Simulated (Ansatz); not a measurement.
The reference is PbSe in the rock salt structure (space group Fm-3m, No. 225; a = 6.217 Å).

All numbers come from PBE/PAW in Ansatz (a first-principles code), without spin-orbit coupling.

One change was made to it. Results:

```json
[
 {"quantity": "volume per atom", "base": "30.04 Å³", "after": "30.74 Å³"},
 {"quantity": "band gap", "base": "0.43 eV", "after": "0.50 eV"}
]
```

Q: Name the change that was made.
A. pressure 100 GPa
B. pressure 75 GPa
C. pressure −1 GPa
D. pressure −2 GPa

A: C, pressure −1 GPa. For comparison, the band gap in the other runs: pressure 100 GPa gives zero; pressure −2 GPa gives 0.56 eV; pressure 75 GPa gives zero.

A case with no gap was solved on a k-mesh chosen for an insulator, which is coarse for it. With Pb present, leaving out spin-orbit coupling can change the band edges. Load acts through the strain it causes; cell and atoms are relaxed under it. Stability against distortions was not tested. Competing high-pressure phases were not computed. The final runs are not spin-polarised. The zero or small gap of PbSe under pressure 75 GPa can change with the level of theory.
